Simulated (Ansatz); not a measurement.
The reference is TiC in the rock salt structure (space group Fm-3m, No. 225; a = 4.293 Å; relaxed with 0.1 eV smearing). Axes: x, y, z lie along the cube axes.

Computed with Ansatz (a first-principles code) PBEsol, scalar-relativistic without spin-orbit coupling.

Base values:

The pressure is 0.0 GPa. The band gap is zero.

Now apply this change: the cell is stretched by 1.50 % along z with no lateral relaxation; the atoms relax in the strained cell.

Q: What does the calculation give for the pressure, energy relative to the base and band gap after the change?

A: The pressure (mean of the normal stresses, compression positive) goes from zero to -3.8 GPa; the energy grows by 3.6 meV/atom; the band gap is still zero.

No phonon test of stability was made. The final runs are not spin-polarised.
